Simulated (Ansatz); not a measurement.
Results of r²SCAN+rVV10 (PAW; Ansatz, an electronic-structure program) for NdPd3 (Pm-3m, No. 221).

Run with plane-wave cutoff 560 eV, 14×14×14 k mesh, Fermi–Dirac smearing 0.05 eV, spin-polarised with parallel moments, scalar-relativistic PAW data made under PBE.

Computed at the level's own relaxed cell.

Question: Give the computed equilibrium lattice constant a.

Answer: 
equilibrium lattice constant a: 4.130 Å

Note: the magnetic order was assumed, not searched for or taken from measurement; the relaxation could not lower the start's symmetry, so the cell can be a saddle point above a distorted one; the 4f shell is treated without U or exact exchange, so its levels and filling can be wrong.

Spin–orbit coupling is not included.

It cost around 10 core-minutes (rough) of CPU time.
